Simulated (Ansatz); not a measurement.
Given:

```
CELL_PARAMETERS angstrom
      0.00000     2.27440     2.27440
      2.27440     0.00000     2.27440
      2.27440     2.27440     0.00000
ATOMIC_POSITIONS crystal
  N  0.75000 0.75000 0.75000
  Ga 0.00000 0.00000 0.00000
```

No spin polarisation.

Method: plane-wave PAW DFT at the PBE level (Ansatz, a first-principles code, 420 eV), no spin-orbit coupling, earlier PAW set. k-mesh 12×12×12 (Γ-centred); smearing 0.05 eV (Fermi–Dirac).

**Question.** What is the computed band gap?

**Answer.** 1.54 eV.

**Question.** What is the computed hole mass (degenerate bands, along [100])?

**Answer.** 0.15, 0.90, 0.90 mₑ (at Γ).

Effective masses come from finite differences of ±0.01 Å⁻¹. Stability against distortions was not tested. The cell was made from AlN by this change: Al → Ga. This is not the structure that GaN has at room temperature and ambient pressure.
